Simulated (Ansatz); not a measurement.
SrVO3: response to strain

The parent structure is SrVO₃ in the cubic perovskite structure (space group Pm-3m, No. 221; a = 3.8407 Å; ferromagnetic). Axes: x, y, z lie along the cube axes.

Strains are applied to the cell and any free atomic positions relax.

Computed with Ansatz (an electronic-structure program) r2SCAN, without spin-orbit coupling.

Candidates:
(a) tensor shear ε_yz = −0.62 %
(b) uniaxial strain ε_zz = −5.39 %
(c) uniaxial strain ε_zz = +5.14 %

Notes on the quantities. energy relative to the base: free energy F.

### Question
Order them by energy relative to the base, highest first.

### Answer
(b) uniaxial strain ε_zz = −5.39 % (+42 meV/atom), (c) uniaxial strain ε_zz = +5.14 % (+25 meV/atom), (a) tensor shear ε_yz = −0.62 % (+0.7 meV/atom)

The magnetic state is the one reached from the starting moments; the real material's order can differ, and small cells can't hold many antiferromagnetic ones. Without a gap, meshes like the base's 12×12×12 leave anisotropic stresses uncertain by several tenths of a GPa, and small strain energies with them. No phonon test of stability was made. No Hubbard U is applied, and correlation can decide whether such a compound is a metal.
